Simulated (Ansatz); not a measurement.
Defect migration in rock-salt ZrN: interstitial O, neutral cell. Computed with PBE, PAW (plane waves to 420 eV; Ansatz, an electronic-structure program).

64-site cell at the relaxed PBE lattice, a 2×2×2 k-point mesh shifted by half a step, smearing 0.10 eV, spin-restricted, no finite-size correction. No zero-point or tunnelling terms. Sites that were not tried may lie lower.

Barriers: single points on a 3×3×3 k-point mesh shifted by half a step at the bands' geometries (they differ from the bands' own by up to 0.39 eV, and are uncertain by about as much).

The step: several atoms move together, O the farthest. Atoms about the jump, Cartesian Å from the middle of the jump, before and after:

```json
[
 {"atom": "O1", "x0": "-1.15", "y0": "0.00", "z0": "0.00", "x1": "1.15", "y1": "0.00", "z1": "0.00"},
 {"atom": "Zr2", "x0": "0.03", "y0": "-1.18", "z0": "1.18", "x1": "-0.03", "y1": "-1.18", "z1": "1.18"},
 {"atom": "Zr3", "x0": "0.03", "y0": "1.18", "z0": "-1.18", "x1": "-0.03", "y1": "1.18", "z1": "-1.18"},
 {"atom": "N4", "x0": "0.18", "y0": "-1.33", "z0": "-1.33", "x1": "-0.19", "y1": "-1.33", "z1": "-1.33"},
 {"atom": "Zr5", "x0": "2.33", "y0": "-1.15", "z0": "-1.15", "x1": "2.32", "y1": "-1.18", "z1": "-1.18"},
 {"atom": "Zr6", "x0": "-2.33", "y0": "-1.18", "z0": "-1.18", "x1": "-2.33", "y1": "-1.15", "z1": "-1.15"},
 {"atom": "N7", "x0": "0.18", "y0": "1.33", "z0": "1.33", "x1": "-0.19", "y1": "1.33", "z1": "1.33"},
 {"atom": "N8", "x0": "2.26", "y0": "-1.15", "z0": "1.15", "x1": "2.48", "y1": "-1.33", "z1": "1.33"},
 {"atom": "N9", "x0": "2.26", "y0": "1.15", "z0": "-1.15", "x1": "2.48", "y1": "1.33", "z1": "-1.33"},
 {"atom": "N10", "x0": "-2.48", "y0": "-1.33", "z0": "1.33", "x1": "-2.26", "y1": "-1.15", "z1": "1.15"},
 {"atom": "N11", "x0": "-2.48", "y0": "1.33", "z0": "-1.33", "x1": "-2.26", "y1": "1.14", "z1": "-1.15"},
 {"atom": "Zr12", "x0": "2.33", "y0": "1.15", "z0": "1.15", "x1": "2.33", "y1": "1.18", "z1": "1.18"},
 {"atom": "Zr13", "x0": "-2.33", "y0": "1.18", "z0": "1.18", "x1": "-2.33", "y1": "1.15", "z1": "1.15"}
]
```

Task: Where do these atoms stand at the saddle point, and how high is it?

Result: 
| atom | x | y | z |
|---|---|---|---|
| O1 | 0.00 | -0.34 | -0.35 |
| Zr2 | 0.00 | -1.28 | 1.36 |
| Zr3 | 0.00 | 1.36 | -1.28 |
| N4 | 0.00 | -1.82 | -1.83 |
| Zr5 | 2.02 | -1.14 | -1.14 |
| Zr6 | -2.02 | -1.14 | -1.14 |
| N7 | 0.00 | 1.34 | 1.34 |
| N8 | 2.30 | -1.13 | 1.15 |
| N9 | 2.30 | 1.15 | -1.14 |
| N10 | -2.30 | -1.13 | 1.15 |
| N11 | -2.30 | 1.15 | -1.14 |
| Zr12 | 2.33 | 1.15 | 1.14 |
| Zr13 | -2.33 | 1.15 | 1.14 |
It lies 2.67 eV above the start and 2.67 eV above the end. The saddle point's order was not checked, and it lies on a symmetry element of the cell, where a band can be held. Symmetry-equivalent saddle points exist between the same ends.
